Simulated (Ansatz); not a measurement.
Al₂Cu (I4/mcm, No. 140) was calculated with PBEsol (Ansatz, an electronic-structure program, plane waves, PAW).

Run with plane-wave cutoff 520 eV, 18×18×18 k mesh, Fermi–Dirac smearing 0.088 eV (set by the program), no spin polarisation, scalar-relativistic PAW data made under PBE.

Computed at the level's own relaxed cell.

Hill averages of the elastic tensor: K = 109.1 GPa, G = 45.1 GPa. Volume 14.453 Å³/atom, mean atomic mass 39.170 u.

Q: Work out the density, the sound velocities of a polycrystal and the elastic Debye temperature, and Pugh's ratio at this level.

A: ρ = 1.66054 × 39.170/14.453 = 4.500 g/cm³. v_l = √[(K + 4G/3)/ρ] = 6.132 km/s and v_t = √(G/ρ) = 3.166 km/s. The mean follows from 3/v_m³ = 1/v_l³ + 2/v_t³: v_m = 3.545 km/s. Θ_D = (ħ/k_B) v_m (6π²/V)^(1/3) = 76.38 K Å s/km × 3.545 × 1.6002 Å⁻¹ = 433 K, counting all atoms of the cell. K/G = 2.42, to be set beside Pugh's rough bound of 1.75 between brittle and ductile metals.
